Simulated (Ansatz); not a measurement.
We consider GaN (model structure, started from the BeO type, P4₂/mnm, No. 136, 8 atoms in the cell), described by LDA (Ansatz, an electronic-structure program, PAW).

Numerical settings: plane-wave cutoff 520 eV, 6×6×10 k mesh (along the axes of the cell as run), Fermi–Dirac smearing 0.01 eV, scalar-relativistic PAW data made under PBE.

Cell (relaxed at this level):

```yaml
crystal:
  lattice:
    - [5.41720, 0.00000, 0.00000]
    - [0.00000, 5.41720, 0.00000]
    - [0.00000, 0.00000, 3.15391]
  atoms:
    - { symbol: Ga, position: [0.32066, 0.67934, 0.00000] }
    - { symbol: Ga, position: [0.67934, 0.32066, 0.00000] }
    - { symbol: Ga, position: [0.82066, 0.82066, 0.50000] }
    - { symbol: Ga, position: [0.17934, 0.17934, 0.50000] }
    - { symbol: N, position: [0.31733, 0.31733, 0.00000] }
    - { symbol: N, position: [0.68267, 0.68267, 0.00000] }
    - { symbol: N, position: [0.18267, 0.81733, 0.50000] }
    - { symbol: N, position: [0.81733, 0.18267, 0.50000] }
```

**Question.** Predict the band gap and bulk modulus.

**Answer.** 
- band gap: 2.12 eV (on the SCF k mesh)
- bulk modulus: 188 GPa

Note: the bulk modulus is −V dP/dV from two relaxed cells at ±2 % in volume; the relaxation could raise the start's symmetry but not lower it, so the cell can be a saddle point.

Spin–orbit coupling is not included.

The computed numbers hold no vibrational or temperature effects.

Cost on a shared machine: around 60 core-seconds (rough).

A model structure was made by putting elements into a prototype or built by hand; it is no filed structure, need not be a known phase, and can be a saddle point held by its symmetry.
